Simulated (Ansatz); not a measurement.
# Computed paths: interstitial Li in diamond, charge state +1

Defect: interstitial Li in diamond, charge state +1. All values below come from PBE, PAW (plane waves to 420 eV; Ansatz, an electronic-structure program).

64-site cell at the relaxed PBE lattice, a 2×2×2 k-point mesh shifted by half a step, smearing 0.01 eV, spin-restricted, no finite-size correction. Static, classical nuclei. The host's phase is taken as given; its stability against other phases was not computed. The charge state is imposed; whether it is stable for some Fermi level was not computed. Sites that were not tried may lie lower.

Barriers: single points on a 3×3×3 k-point mesh shifted by half a step at the bands' geometries.

```csv
Route,Start site over the lowest site run (eV),Hop (Å),Forward barrier (eV),Backward barrier (eV),Neighbours at the start,Neighbours at the saddle,Saddle order,"Forward, on the band's own sampling (eV)"
Li moves alone to another site,0.00,1.55,1.85,1.85,"4 C at 1.63, 6 C at 1.84 Å",6 C at 1.61 Å,"inconclusive, on a symmetry element",1.85
```

Paths come from nudged elastic bands with a climbing image.  A band can be held on a symmetry element, so unchecked saddle points there may be too high.

The whole set of runs took about 1.5 core-hours (a rough figure).
